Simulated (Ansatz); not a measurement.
Where the default PAW files enter, the runs use the earlier of Ansatz's two default sets.

Tunnelling through a barrier is set by its complex band structure: the current falls as exp(−2κd) with the smallest κ.

Input:

```xyz
2
Lattice="3.3991 0.0000 0.0000 0.0000 3.3991 0.0000 1.6996 -1.6996 2.4036" Properties=species:S:1:pos:R:3 pbc="T T T"
Ca     0.0000     0.0000     0.0000
O      1.6996     1.6996     0.0000
```

Space group of this cell: Fm-3m, rock salt. The cell is taken as given; by r2SCAN its mean pressure is -0.8 GPa.

Transport runs along the normal of the first two printed cell vectors, the (001) plane of the conventional cell.

The gap is the functional's own. No spin-orbit coupling. Mid-gap values are interpolated on the energy grid.

### Question
Give the band gap and the smallest decay constant κ at mid-gap that r2SCAN (Ansatz, a quantum-chemistry and plane-wave program) yields.

### Answer
Gap 4.20 eV on a 12×12×12 mesh; κ = 0.323 1/Å, at the zone centre.
